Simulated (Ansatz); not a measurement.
What isotropic strain −0.88 % does to hypothetical anatase PbF2

Take PbF2 in the anatase structure (space group I4_1/amd, No. 141; a = 4.6512 Å, c = 12.8533 Å; a hypothetical phase, not in the database extracts checked) as the base.

Perturbation: the cell is scaled by 0.9912 in all directions; the atoms relax in the strained cell.

All numbers come from Ansatz (an electronic-structure program), PBEsol, PAW, cutoff 420 eV, scalar-relativistic without spin-orbit coupling. k-mesh 10×10×10 (Γ-centred); smearing 0.05 eV (Fermi–Dirac).

```json
[
 {"quantity": "shortest interatomic distance", "base": "2.431 Å", "changed": "2.407 Å", "shift": "-0.024 Å"},
 {"quantity": "energy relative to the base (free energy F)", "base": "0 meV/atom", "changed": "+2.6 meV/atom", "shift": "+2.6 meV/atom"},
 {"quantity": "pressure (mean of the normal stresses, compression positive)", "base": "0.00 GPa", "changed": "1.42 GPa", "shift": "+1.42 GPa"},
 {"quantity": "band gap (an upper bound: an edge found on the path is not a true extremum; the base alone)", "base": "3.99 eV", "changed": "3.92 eV", "shift": "-0.07 eV"}
]
```

Final structure:

```xyz
6
Lattice="-2.3051 2.3051 6.3701 2.3051 -2.3051 6.3701 2.3051 2.3051 -6.3701" Properties=species:S:1:pos:R:3 pbc="T T T"
Pb     0.0000     0.0000     6.3701
Pb     2.3051     0.0000     3.1850
F      0.0000     0.0000     3.8785
F      2.3051     0.0000     0.6935
F      2.3051     0.0000     5.6766
F      0.0000     0.0000     8.8616
```

With Pb present, leaving out spin-orbit coupling can change the band edges. No phonon test of stability was made.
